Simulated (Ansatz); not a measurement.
# A computed series for HgTe: response to strain

Base system: HgTe in the zinc blende structure (space group F-43m, No. 216).

Space group F-43m (No. 216); a = 6.6507 Å, b = 6.6507 Å, c = 6.6507 Å, α = 90.00°, β = 90.00°, γ = 90.00°

```
atom  site  symmetry       x       y       z
----  ----  --------  ------  ------  ------
Hg      4a      -43m  0.0000  0.0000  0.0000
Te      4d      -43m  0.7500  0.7500  0.7500
```
(The calculation used a cell of 2 atoms; values per cell refer to that cell.)

Strains are applied to the cell and any free atomic positions relax.

Level of theory: Ansatz (a program for electronic structure) PBE, scalar-relativistic without spin-orbit coupling.

Candidates:
(a) isotropic strain +2.50 %
(b) isotropic strain −2.50 %
(c) isotropic strain +1.50 %
(d) isotropic strain −1.50 %
(e) isotropic strain −2.00 %

Notes on the quantities. energy relative to the base: free energy F.

Question: Order them by energy relative to the base, lowest first.

Answer: (c) isotropic strain +1.50 % (+7.5 meV/atom), (d) isotropic strain −1.50 % (+8.5 meV/atom), (e) isotropic strain −2.00 % (+15 meV/atom), (a) isotropic strain +2.50 % (+20 meV/atom), (b) isotropic strain −2.50 % (+25 meV/atom)

Stability against distortions was not tested. The final runs are not spin-polarised.
